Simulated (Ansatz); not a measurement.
Ansatz (a program for electronic structure) run on Na (Im-3m, 1 atom in the cell): self-consistent single point.

Method of the run: PBE (plane waves, PAW; Ansatz).

```yaml
crystal:
  lattice:
    - [-2.14065, 2.14065, 2.14065]
    - [2.14065, -2.14065, 2.14065]
    - [2.14065, 2.14065, -2.14065]
  atoms:
    - { symbol: Na, position: [0.00000, 0.00000, 0.00000] }
```

Reference input (self-consistent single point, DFT, PBE, plane waves, default PAW files): basis.ecutwfc = 420 eV; kpoints.mp_grid.grid = 11 11 11; hamiltonian.xc = pbe; hamiltonian.pseudopotentials = {kind: paw} (the program's default PAW files); scf.occupations.method = fermi_dirac; scf.occupations.width = 0.1 eV. This run's input differs from it in these lines:

Ansatz 0.2 input:
```diff
@@ -10,3 +10,3 @@
 kpoints:
-  mp_grid: { grid: [11, 11, 11] }
+  mp_grid: { grid: [14, 14, 14] }
 hamiltonian:
```

The program printed (abridged):

```
SCF iter   1: F=—  HF=-1486.421332 eV  |F-HF|=—  |Δ(HF+E_count)|=         —  Δρ=4.85e-4  dr2=4.43e-5  ethr=1.77e-3  ⟨swp⟩=4.9  Hψ=5984  notcnv=0
all-band conjugate gradients solve this SCF's bands
preconditioner: auto → Kerker (q_TF=auto, 2.135 Å⁻¹)
SCF iter   2: F=—  HF=-1486.421204 eV  |F-HF|=—  |Δ(HF+E_count)|=   1.28e-4  Δρ=1.46e-4  dr2=5.77e-6  ethr=4.92e-7  ⟨swp⟩=2.1  Hψ=2277  notcnv=0
SCF iter   3: F=—  HF=-1486.421223 eV  |F-HF|=—  |Δ(HF+E_count)|=   1.89e-5  Δρ=7.79e-5  dr2=2.36e-6  ethr=6.41e-8  ⟨swp⟩=2.5  Hψ=1314  notcnv=0
SCF iter   4: F=—  HF=-1486.421229 eV  |F-HF|=—  |Δ(HF+E_count)|=   6.38e-6  Δρ=2.82e-5  dr2=2.81e-7  ethr=2.63e-8  ⟨swp⟩=2.5  Hψ=1424  notcnv=0
iter 5 did not close the SCF: its close was put off for the readings that it lacked (scf_convergence_deferred on its scf_iter line)
SCF iter   5: F=-1486.421229 eV  HF=-1486.421229 eV  |F-HF|=2.60e-8  |Δ(HF+E_count)|=   5.96e-8  Δρ=1.02e-5  dr2=2.05e-8  ethr=3.13e-9  ⟨swp⟩=2.0  Hψ=1305  notcnv=0
SCF iter   6: F=-1486.421229 eV  HF=-1486.421229 eV  |F-HF|=1.26e-9  |Δ(HF+E_count)|=   7.76e-9  Δρ=2.52e-6  dr2=1.30e-9  ethr=2.28e-10  ⟨swp⟩=2.0  Hψ=2943  notcnv=0
SCF 1 converged in 6 iterations: F = -1486.421229 eV  dr2 = 1.30e-9
Free energy (F): -1486.421229 eV
Internal energy: -1486.405166 eV  (E = F + TS)
E sigma→0 (E₀):  -1486.413198 eV
Entropy (-TS):   -0.016064 eV (-16.064 meV/atom)
Fermi energy:    1.494088 eV
--- Forces (eV/Å), atoms counted from 1 ---
  atom   1  Na     0.00000000     0.00000000     0.00000000
--- Stress (GPa, compression-positive) ---
       -0.402716       0.000000      -0.000000
       -0.000000      -0.402716      -0.000000
       -0.000000      -0.000000      -0.402716
  P = ⅓ Tr σ = -0.4027 GPa (-4.027 kbar)
  The stress holds the Pulay correction. Without it, at fixed plane waves, as pw.x and ABINIT print it: P = -0.4044 GPa
```

The run converged in 6 iterations. Against the reference run the free energy goes up by 1.1 meV/atom and the pressure hardly changes (-0.41 to -0.40 GPa).

The starting cell has typed, rounded lattice constants, without a prior relaxation at this level. Its lattice was rescaled by up to half a per cent. Ansatz's pressure includes its estimate of the finite-basis (Pulay) stress.
